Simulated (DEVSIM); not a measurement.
Structure: Al/SiO2/p-Si capacitor, at 300 K.

Layer 1 from the left is SiO2, thickness (nm) 1.20. Layer 2 from the left is Si, thickness (nm) 490, Na (cm⁻³) 1.4e17.

Metal gate on the left, work function 4.1 eV. Fixed charge at the semiconductor interface 8e11 cm⁻² (in units of +e); no interface traps.

This is a model device: material constants are rounded textbook-type values typed into the input, and sizes, dopings and lifetimes were drawn at random. Values at 300 K.

SiO2: gap (eV) 9, affinity (eV) 0.9, permittivity 3.9. Si: gap (eV) 1.124, affinity (eV) 4.05, permittivity 11.7, Nc (cm⁻³) 2.86e19, Nv (cm⁻³) 3.1e19.

DEVSIM, 1D Poisson equation in equilibrium, Boltzmann statistics, complete ionisation; no quantum confinement or tunnelling. Metal contacts follow the ideal Schottky-Mott rule: no Fermi-level pinning, no interface dipoles.

Problem. What does the simulation give for the threshold voltage (band bending 2φF)?

Solution. threshold voltage (band bending 2φF) -0.07 V.
